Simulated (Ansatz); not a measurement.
# LaBr2, pressure series

The reference is LaBr$_{2}$ (space group P6_3/mmc, No. 194; ferromagnetic; layered, stacked along the Cartesian z axis).

```yaml
crystal:
  lattice:
    - [4.09367, 0.00000, 0.00000]
    - [-2.04683, 3.54522, 0.00000]
    - [0.00000, 0.00000, 13.85845]
  atoms:
    - { symbol: La, position: [0.00000, 0.00000, 0.75000] }
    - { symbol: La, position: [0.00000, 0.00000, 0.25000] }
    - { symbol: Br, position: [0.33333, 0.66667, 0.11088] }
    - { symbol: Br, position: [0.66667, 0.33333, 0.88912] }
    - { symbol: Br, position: [0.66667, 0.33333, 0.61088] }
    - { symbol: Br, position: [0.33333, 0.66667, 0.38912] }
```

Cell and atoms are relaxed at each pressure.

Computed with DFT with r2SCAN+rVV10, PAW potentials and a 500 eV plane-wave cutoff in Ansatz (an electronic-structure program), no spin-orbit coupling.

| pressure (GPa) | volume per atom (Å³/atom) |
|---|---|
| 0 | 33.521 |
| 0.3 | 33.052 |
| 0.7 | 32.512 |
| 1.5 | 31.613 |
| 3 | ? |
| 5 | 29.041 |

Fit the third-order Birch–Murnaghan form P(V) = (3B₀/2)[(V₀/V)^(7/3) − (V₀/V)^(5/3)]·[1 + (3/4)(B₀′ − 4)((V₀/V)^(2/3) − 1)] (squares taken in P) to the rows shown and predict the withheld row.

Least squares on the printed values gives V₀ = 33.517 Å³/atom, B₀ = 20.6 GPa, B₀′ = 7.6; this predicts 30.315 Å³/atom, and the run gives 30.335 Å³/atom, 0.020 higher.

Other magnetic orders, which the real material may have, were not ruled out. Load acts through the strain it causes; cell and atoms are relaxed under it. Stability against distortions was not tested. Competing high-pressure phases were not computed.
